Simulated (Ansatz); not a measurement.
Consider Ga2O3 (space group Cmcm, No. 63; a = 2.789 Å, b = 9.275 Å, c = 7.149 Å; a cell from a computed database, its experimental status unchecked). Axes: x, y, z lie along a, b, c of the conventional cell.

Computed with PBEsol/PAW in Ansatz (a quantum-chemistry and plane-wave program), without spin-orbit coupling.

The change: the cell is stretched by 0.59 % along z with no lateral relaxation, atoms relaxed at fixed cell.

Task: Predict the stress tensor and what it implies for the stiffness.

Result: Stress of the strained cell less that of the base (GPa, compression positive):
```
  -0.71    0.00    0.00
   0.00   -0.67    0.00
   0.00    0.00   -1.30
```

Then −Δσ_ii/ε with ε = 0.0059 gives relaxed-ion elastic constants: C33 ≈ 221 GPa, C13 ≈ 120 GPa and C23 ≈ 113 GPa.

Whether these cells are dynamically stable was not tested.
